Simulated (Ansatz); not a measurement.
Terminations of the (111) surface of fcc Au, measured from the surface 'clean 1x1'. Atoms come from or go to: Au: fcc Au, Cr: bcc Cr, antiferromagnetic, Fe: bcc Fe, ferromagnetic, Hf: hcp Hf, In: tetragonal indium, Re: hcp Re. ΔE is the energy of forming the row's surface from that one (negative: more stable at these reservoirs); the vacuum level's shift is aligned on the shared bottom. No zero-point or thermal terms. These are constructed structures in small cells; real faces may alloy, dewet or reconstruct in larger ones, and not all known structures of the face are among them. Slabs of about 12 Å with all that they carry, Fermi-Dirac smearing of 0.1 eV. Bottom of the slabs: a bare face, its two planes held. Relaxed from the named starts with such symmetry as they have, on meshes of like density; energies extrapolated to zero smearing; no spin-orbit coupling, no U. Spin-polarised runs, if any, are marked in brackets, and their order is one that fits the cell; the others ran without spin. A dash marks a value that is undefined for that row (no clear gap, or no work function of a gapped slab) or was not read reliably on its mesh.

The numbers are results of PBE (plane waves to 420 eV, PAW; Ansatz, an electronic-structure program), not measurements.

```tsv
surface	atoms added per 1x1	ΔE per 1x1 (eV)	shift of the vacuum level (eV)	work function (eV)
a layer of Fe in place of the second plane [spin, 3.1 μB a cell]	-1 Au, +1 Fe	?	-0.56	4.64
a layer of Cr in place of the third plane [spin, 3.5 μB a cell]	-1 Au, +1 Cr	0.73	-0.12	5.07
a layer of In in place of the third plane	-1 Au, +1 In	?	0.09	5.31
a pseudomorphic layer of Hf in the host's stacking	+1 Hf	0.45	-0.77	4.39
a layer of Re in place of the second plane	-1 Au, +1 Re	?	-0.24	4.93
```

Question: Complete the blanks.

Answer: 
- a layer of Fe in place of the second plane [spin, 3.1 μB a cell], ΔE per 1x1 (eV): 0.46
- a layer of In in place of the third plane, ΔE per 1x1 (eV): 0.19
- a layer of Re in place of the second plane, ΔE per 1x1 (eV): 1.43
